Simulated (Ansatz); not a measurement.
**Al2Cu (I4/mcm, No. 140)**

Computed with BLYP (Ansatz, a program for electronic structure, PAW).

Run with plane-wave cutoff 520 eV, 14×14×14 k mesh, Fermi–Dirac smearing 0.05 eV, no spin polarisation, scalar-relativistic PAW data made under PBE.

Cell (relaxed at this level):

Al₂Cu is modelled in the tetragonal space group I4/mcm (No. 140), Pearson symbol tI12. Conventional cell: a = b = 6.134 Å, c = 4.982 Å, α = β = γ = 90.00°. Al on 8h has 4 Cu at 2.627 Å. Cu on 4a is surrounded by 2 Cu at 2.491 Å and 8 Al at 2.627 Å. (Neighbours: up to the widest gap in distance over summed covalent radii, below 1.35, at either atom.)
(The calculation used a cell of 6 atoms; values per cell refer to that cell.)

| Quantity | Value |
|---|---|
| bulk modulus B0 | 80.6 GPa |
| band gap | none |
| pressure derivative B′ of the bulk modulus | 4.9 |

Note: the volume lies 6 % above that of the published cell; the bulk modulus comes from volumes at which shape and atoms were relaxed.

Static lattice: no zero-point or thermal effects.

Computing time: about 9 core-minutes (a rough figure).
